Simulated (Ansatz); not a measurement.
Electronic density of states of amorphous Si$_{36}$Ge$_{12}$, density 2.93 g/cm³, on a 2×2×2 Γ-centred mesh with a Gaussian width of 0.1 eV; energies count from the Fermi level. Cell and mesh are small, so fine structure isn't converged. These are PBE, scalar-relativistic without spin-orbit coupling (plane waves to 420 eV, PAW; Ansatz, an electronic-structure program) values and carry that method's errors. Sampling: a 2×2×2 Γ-centred mesh; Fermi-Dirac width 0.05 eV; no spin polarisation. The levels at the Fermi energy are partly filled. A closed spacing in one fast-quenched cell at PBE doesn't show the material to be a metal.

A CHGNet melt-quench gave the starting glass, which DFT then relaxed. The hot cell started wider than the set density and was brought back towards it in steps. It is the lowest in DFT energy of 2 quenches. It is a model cell: composition and starting density were chosen by hand, and all elements were melted together. No dispersion term was used. Its density started from a set value of 2.93 and ended at 2.93 g/cm³. The simulated quench (nominally 52 K/ps over its main leg) is rapid and tends to freeze in more defects than a deposited or slowly cooled glass has. Values belong to this one cell and scatter from quench to quench. The volume was held where the preparation left it and the shape relaxed, at a PBE pressure of -2.7 GPa (tension). Stress components on the final sampling reach 2.8 GPa. On a 2×2×2 Γ-centred mesh force components of up to 0.22 eV/Å stay, since the relaxation ran on one k-point at (1/4, 1/4, 1/4).

| E - EF (eV) | states/(eV atom) |
|---|---|
| -12.00 | 0.01 |
| -11.90 | 0.03 |
| -11.80 | 0.04 |
| -11.70 | 0.07 |
| -11.60 | 0.10 |
| -11.50 | 0.17 |
| -11.40 | 0.16 |
| -11.30 | 0.17 |
| -11.20 | 0.18 |
| -11.10 | 0.15 |
| -11.00 | 0.13 |
| -10.90 | 0.12 |
| -10.80 | 0.16 |
| -10.70 | 0.26 |
| -10.60 | 0.28 |
| -10.50 | 0.26 |
| -10.40 | 0.31 |
| -10.30 | 0.37 |
| -10.20 | 0.34 |
| -10.10 | 0.28 |
| -10.00 | 0.24 |
| -9.90 | 0.25 |
| -9.80 | 0.25 |
| -9.70 | 0.28 |
| -9.60 | 0.32 |
| -9.50 | 0.29 |
| -9.40 | 0.28 |
| -9.30 | 0.32 |
| -9.20 | 0.36 |
| -9.10 | 0.38 |
| -9.00 | 0.33 |
| -8.90 | 0.37 |
| -8.80 | 0.37 |
| -8.70 | 0.24 |
| -8.60 | 0.19 |
| -8.50 | 0.24 |
| -8.40 | 0.32 |
| -8.30 | 0.32 |
| -8.20 | 0.29 |
| -8.10 | 0.33 |
| -8.00 | 0.30 |
| -7.90 | 0.27 |
| -7.80 | 0.33 |
| -7.70 | 0.30 |
| -7.60 | 0.31 |
| -7.50 | 0.27 |
| -7.40 | 0.21 |
| -7.30 | 0.22 |
| -7.20 | 0.24 |
| -7.10 | 0.28 |
| -7.00 | 0.27 |
| -6.90 | 0.24 |
| -6.80 | 0.22 |
| -6.70 | 0.19 |
| -6.60 | 0.26 |
| -6.50 | 0.28 |
| -6.40 | 0.30 |
| -6.30 | 0.32 |
| -6.20 | 0.28 |
| -6.10 | 0.27 |
| -6.00 | 0.28 |
| -5.90 | 0.25 |
| -5.80 | 0.20 |
| -5.70 | 0.24 |
| -5.60 | 0.28 |
| -5.50 | 0.25 |
| -5.40 | 0.24 |
| -5.30 | 0.26 |
| -5.20 | 0.27 |
| -5.10 | 0.29 |
| -5.00 | 0.26 |
| -4.90 | 0.25 |
| -4.80 | 0.24 |
| -4.70 | 0.22 |
| -4.60 | 0.26 |
| -4.50 | 0.29 |
| -4.40 | 0.31 |
| -4.30 | 0.28 |
| -4.20 | 0.28 |
| -4.10 | 0.31 |
| -4.00 | 0.31 |
| -3.90 | 0.34 |
| -3.80 | 0.34 |
| -3.70 | 0.42 |
| -3.60 | 0.52 |
| -3.50 | 0.50 |
| -3.40 | 0.49 |
| -3.30 | 0.51 |
| -3.20 | 0.53 |
| -3.10 | 0.56 |
| -3.00 | 0.51 |
| -2.90 | 0.49 |
| -2.80 | 0.55 |
| -2.70 | 0.58 |
| -2.60 | 0.57 |
| -2.50 | 0.55 |
| -2.40 | 0.58 |
| -2.30 | 0.62 |
| -2.20 | 0.66 |
| -2.10 | 0.69 |
| -2.00 | 0.60 |
| -1.90 | 0.60 |
| -1.80 | 0.64 |
| -1.70 | 0.60 |
| -1.60 | 0.63 |
| -1.50 | 0.54 |
| -1.40 | 0.60 |
| -1.30 | 0.63 |
| -1.20 | 0.53 |
| -1.10 | 0.55 |
| -1.00 | 0.52 |
| -0.90 | 0.48 |
| -0.80 | 0.45 |
| -0.70 | 0.43 |
| -0.60 | 0.39 |
| -0.50 | 0.34 |
| -0.40 | 0.30 |
| -0.30 | 0.17 |
| -0.20 | 0.16 |
| -0.10 | 0.20 |
| 0.00 | 0.21 |
| 0.10 | 0.21 |
| 0.20 | 0.22 |
| 0.30 | 0.23 |
| 0.40 | 0.17 |
| 0.50 | 0.23 |
| 0.60 | 0.27 |
| 0.70 | 0.25 |
| 0.80 | 0.30 |
| 0.90 | 0.32 |
| 1.00 | 0.33 |
| 1.10 | 0.32 |
| 1.20 | 0.38 |
| 1.30 | 0.47 |
| 1.40 | 0.46 |
| 1.50 | 0.47 |
| 1.60 | 0.54 |
| 1.70 | 0.55 |
| 1.80 | 0.57 |
| 1.90 | 0.58 |
| 2.00 | 0.50 |
| 2.10 | 0.55 |
| 2.20 | 0.62 |
| 2.30 | 0.56 |
| 2.40 | 0.54 |
